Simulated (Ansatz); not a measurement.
Levels about the gap of amorphous Hf₁₈O₃₉B₂ (59 atoms in a cell of 761 Å³, 8.42 g/cm³; zone centre alone, so wide bands show as single levels with stretches between that a denser mesh fills), at the geometry that PBE relaxed, where it gives 7.2 GPa on a denser mesh. The participation number counts the atoms over which a state spreads; weights are charges in smoothed Voronoi cells. The levels come from a single point, so bond lengths are those of that geometry. Method of the levels: r2SCAN, scalar-relativistic without spin-orbit coupling (Ansatz, a first-principles code). Sampling: the zone centre alone; Fermi-Dirac width 0.02 eV; no spin polarisation. At PBE the levels at the filled edge of the gap are localised (band-tail or defect states).

The cell was made by melting and quenching with the CHGNet potential and then relaxed with DFT. O atoms were pushed apart under 1.9 Å during the dynamics, to hinder bonds among them. The hot cell started wider than the set density and was brought back towards it in steps. It is the lowest in DFT energy of 2 quenches. It is a model cell: composition and starting density were chosen by hand, and all elements were melted together. No dispersion term was used. Its density started from a set value of 8.42 and ended at 8.42 g/cm³. The simulated quench (nominally 450 K/ps over its main leg) is rapid and tends to freeze in more defects than a deposited or slowly cooled glass has. One small periodic cell is one sample of the glass; other quenches scatter about these values. The volume was held where the preparation left it, at a PBE pressure of 7.2 GPa. Stress components on the final sampling reach 9.2 GPa.

```
E - E(highest filled), eV  filling  participation number        largest on  weight O  weight Hf  weight B
-------------------------  -------  --------------------  ----------------  --------  ---------  --------
-0.36                       filled                  23.7   O, 3 neighbours      0.94       0.06      0.00
-0.34                       filled                  16.2   O, 3 neighbours      0.94       0.06      0.00
-0.27                       filled                  12.3   O, 2 neighbours      0.94       0.05      0.00
-0.17                       filled                  11.5   O, 2 neighbours      0.94       0.06      0.00
-0.09                       filled                  14.8   O, 3 neighbours      0.95       0.05      0.00
-0.04                       filled                  15.7   O, 3 neighbours      0.95       0.05      0.00
0.00                        filled                   7.0   O, 3 neighbours      0.95       0.05      0.00
4.80                         empty                  39.9  Hf, 6 neighbours      0.54       0.44      0.02
4.83                         empty                  27.0  Hf, 6 neighbours      0.40       0.59      0.01
4.96                         empty                  14.5  Hf, 6 neighbours      0.36       0.63      0.01
5.10                         empty                  18.6  Hf, 7 neighbours      0.37       0.62      0.00
5.14                         empty                  22.5  Hf, 6 neighbours      0.40       0.59      0.01
5.26                         empty                  33.3  Hf, 5 neighbours      0.38       0.59      0.03
5.30                         empty                  29.1  Hf, 6 neighbours      0.40       0.59      0.01
```

Most localised among these is the filled level at +0.00 eV, on a O atom, which has 3 neighbours (Hf 2.04 Å, Hf 2.06 Å, Hf 2.21 Å).
